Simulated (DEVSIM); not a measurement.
System: Mo/Al2O3/SiO2/p-Si capacitor, at 300 K.

| layer (left to right) | material | thickness (nm) | Na (cm⁻³) |
|---|---|---|---|
| 1 | Al2O3 | 23.0 | - |
| 2 | SiO2 | 0.520 | - |
| 3 | Si | 350 | 2.7e18 |

Metal gate on the left, work function 4.6 eV. Fixed charge at the semiconductor interface 0 cm⁻² (in units of +e); no interface traps.

This is a model device: material constants are rounded textbook-type values typed into the input, and sizes, dopings and lifetimes were drawn at random. Values at 300 K.

| parameter | Al2O3 | SiO2 | Si |
|---|---|---|---|
| gap (eV) | 6.8 | 9 | 1.124 |
| affinity (eV) | 1.35 | 0.9 | 4.05 |
| permittivity | 9 | 3.9 | 11.7 |
| Nc (cm⁻³) | - | - | 2.86e19 |
| Nv (cm⁻³) | - | - | 3.1e19 |

Simulated with DEVSIM: 1D Poisson equation in equilibrium, Boltzmann statistics, complete ionisation; no quantum confinement or tunnelling. Metal contacts follow the ideal Schottky-Mott rule: no Fermi-level pinning, no interface dipoles.

The Al2O3 thickness was swept, all else fixed.

| Al2O3 thickness (μm) | minimum of the low-frequency capacitance (μF/cm²) | capacitance of the dielectric stack (μF/cm²) |
|---|---|---|
| 0.0092 | 0.309 | 0.766 |
| 0.013 | 0.270 | 0.561 |
| 0.016 | 0.244 | 0.463 |
| 0.02 | 0.218 | 0.376 |
| 0.023 | 0.201 | 0.329 |
| 0.028 | 0.179 | 0.273 |

From the first row to the last the minimum of the low-frequency capacitance goes from 0.309 to 0.179. From the first row to the last the capacitance of the dielectric stack goes from 0.766 to 0.273.
